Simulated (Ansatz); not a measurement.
MgB2 under a change: biaxial strain +2.50 %, plane normal [001], relaxed out of plane

The parent structure is MgB₂ (space group P6/mmm, No. 191; a = 3.075 Å, c = 3.525 Å; relaxed with 0.1 eV smearing). Axes: x lies along a and z along c of the hexagonal cell.

Perturbation: biaxial strain +2.50 %, plane normal [001], relaxed out of plane (Cartesian); in-plane vectors clamped, the third vector and the atoms free.

Method: PBE, PAW, 420 eV (Ansatz, a quantum-chemistry and plane-wave program; no spin-orbit coupling). Γ-centred 22×22×16 mesh, Fermi–Dirac width 0.1 eV.

| quantity | base | changed | shift |
|---|---|---|---|
| volume per atom | 9.62 Å³ | 10.04 Å³ | +0.42 Å³ |
| shortest interatomic distance | 1.776 Å | 1.820 Å | +0.044 Å |
| pressure (mean of the normal stresses, compression positive) | 0.0 GPa | -7.1 GPa | -7.1 GPa |
| band gap | zero | zero | – |
| out-of-plane strain | – | -0.69 % | – |
| ratio −ε⊥/ε∥ | – | 0.28 | – |
| mean in-plane stress (compression positive) | – | -10.6 GPa | – |

Final structure (turned so that z lies along the plane normal):

```
MgB2
1.0
    3.15218     0.00000     0.00000
    1.57609     2.72987     0.00000
    0.00000     0.00000     3.50038
Mg B
1 2
Direct
  0.00000   0.00000   0.00000
  0.66667   0.66667   0.50000
  0.33333   0.33333   0.50000
```

Whether these cells are dynamically stable was not tested. The final runs are not spin-polarised.
